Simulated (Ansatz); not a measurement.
A self-consistent single point of a (001) slab of Mg (cut from a parent of space group no. 194; 4 atoms in the cell) with Ansatz (an electronic-structure program).

Method: LDA (PW92), default PAW files made with PBE (plane waves; Ansatz).

```yaml
crystal:
  lattice:
    - [3.20037, 0.00000, 0.00000]
    - [-1.60018, 2.77160, 0.00000]
    - [0.00000, 0.00000, 21.79160]
  atoms:
    - { symbol: Mg, position: [0.66667, 0.33333, 0.44041] }
    - { symbol: Mg, position: [0.33333, 0.66667, 0.32122] }
    - { symbol: Mg, position: [0.66667, 0.33333, 0.67878] }
    - { symbol: Mg, position: [0.33333, 0.66667, 0.55959] }
```

Reference input (self-consistent single point, DFT, LDA (PW92), plane waves, default PAW files made with PBE): basis.ecutwfc = 420 eV; kpoints.mp_grid.grid = 11 11 1; hamiltonian.xc = lda; hamiltonian.pseudopotentials = {kind: paw} (the program's default PAW files); scf.occupations.method = fermi_dirac; scf.occupations.width = 0.1 eV. This run's input differs from it in these lines:

Ansatz 0.2 input:
```diff
@@ -14,3 +14,3 @@
 kpoints:
-  mp_grid: { grid: [11, 11, 1] }
+  mp_grid: { grid: [16, 16, 1] }
 hamiltonian:
```

Output (repeated stretches shortened):

```
SCF iter   1: F=—  HF=-7605.701518 eV  |F-HF|=—  |Δ(HF+E_count)|=         —  Δρ=4.20e-3  dr2=1.34e-2  ethr=1.77e-3  ⟨swp⟩=7.6  Hψ=3465  notcnv=0
all-band conjugate gradients solve this SCF's bands
preconditioner: auto → LDOS
SCF iter   2: F=—  HF=-7605.692872 eV  |F-HF|=—  |Δ(HF+E_count)|=   8.65e-3  Δρ=2.21e-3  dr2=4.11e-3  ethr=3.35e-5  ⟨swp⟩=2.0  Hψ=1680  notcnv=0
SCF iter   3: F=—  HF=-7605.687649 eV  |F-HF|=—  |Δ(HF+E_count)|=   5.22e-3  Δρ=2.80e-4  dr2=2.08e-4  ethr=1.03e-5  ⟨swp⟩=2.0  Hψ=1326  notcnv=0
SCF iter   4: F=—  HF=-7605.687648 eV  |F-HF|=—  |Δ(HF+E_count)|=   1.20e-6  Δρ=3.43e-5  dr2=6.25e-6  ethr=5.19e-7  ⟨swp⟩=1.9  Hψ=781  notcnv=0
SCF iter   5: F=—  HF=-7605.687622 eV  |F-HF|=—  |Δ(HF+E_count)|=   2.54e-5  Δρ=7.01e-6  dr2=1.34e-7  ethr=1.56e-8  ⟨swp⟩=2.0  Hψ=837  notcnv=0
SCF iter   6: F=-7605.687622 eV  HF=-7605.687622 eV  |F-HF|=5.57e-9  |Δ(HF+E_count)|=   3.13e-8  Δρ=1.22e-6  dr2=1.06e-8  ethr=2.50e-10  ⟨swp⟩=7.5  Hψ=2954  notcnv=0
SCF 1 converged in 6 iterations: F = -7605.687622 eV  dr2 = 1.06e-8
Free energy (F): -7605.687622 eV
Internal energy: -7605.618998 eV  (E = F + TS)
E sigma→0 (E₀):  -7605.653310 eV
Entropy (-TS):   -0.068624 eV (-17.156 meV/atom)
Fermi energy:    0.608521 eV
--- Forces (eV/Å), atoms counted from 1 ---
  atom   1  Mg     0.00000000     0.00000000     0.00358310
  atom   2  Mg    -0.00000000    -0.00000000     0.05790474
  atom   3  Mg    -0.00000000     0.00000000    -0.05790474
  atom   4  Mg     0.00000000    -0.00000000    -0.00358310
--- Stress (GPa, compression-positive) ---
       -1.853530      -0.000000       0.000000
       -0.000000      -1.853530       0.000000
        0.000000       0.000000      -0.381750
  P = ⅓ Tr σ = -1.3629 GPa (-13.629 kbar)
  The stress holds the Pulay correction. Without it, at fixed plane waves, as pw.x and ABINIT print it: P = -1.3644 GPa
```

The run converged in 6 iterations. Against the reference run the free energy stays essentially unchanged (within 1 meV/atom) and the largest force goes from 0.090 to 0.058 eV/Å.

The starting cell has typed, rounded lattice constants, without a prior relaxation at this level. The slab is cut from that crystal, and its faces are unrelaxed. Its lattice was rescaled by up to half a per cent.
